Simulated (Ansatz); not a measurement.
# Evanescent states of HfO2 (P4_2/nmc, 6 atoms a cell, 10.9 Å³ an atom, 4 GPa at this level) along the normal of (100)

These are r2SCAN (plane waves, PAW; Ansatz, a program for electronic structure) values and carry that method's errors.

The gap is the functional's own, uncorrected, and κ follows it; spin-orbit coupling is left out. Mid-gap means the computed energy nearest the middle.

Energies count from the valence-band top; κ is the least over a 8×6 mesh across the current.

| E (eV) | κ (1/Å) | where |
|---|---|---|
| 0.12 | 0.149 | off Γ |
| 0.38 | 0.244 | Γ |
| 0.62 | 0.294 | Γ |
| 0.88 | 0.330 | Γ |
| 1.12 | 0.358 | Γ |
| 1.38 | 0.379 | Γ |
| 1.62 | 0.396 | Γ |
| 1.88 | 0.407 | Γ |
| 2.12 | 0.416 | Γ |
| 2.38 | 0.421 | Γ |
| 2.62 | 0.422 | Γ |
| 2.88 | 0.421 | Γ |
| 3.12 | 0.416 | Γ |
| 3.38 | 0.409 | Γ |
| 3.62 | 0.398 | Γ |
| 3.88 | 0.382 | Γ |
| 4.12 | 0.362 | Γ |
| 4.38 | 0.336 | Γ |
| 4.62 | 0.301 | Γ |
| 4.88 | 0.253 | Γ |
| 5.12 | 0.179 | Γ |

### Question
How thick must the barrier be to attenuate the transmission by 10^4 when the electrodes' Fermi level lies at 0.62 eV, and what attenuation does that film give at 4.88 eV?

### Answer
d = 4 ln 10 / (2 × 0.294) = 15.7 Å. At 4.88 eV it gives 4 × 0.253/0.294 = 3.4 decades.
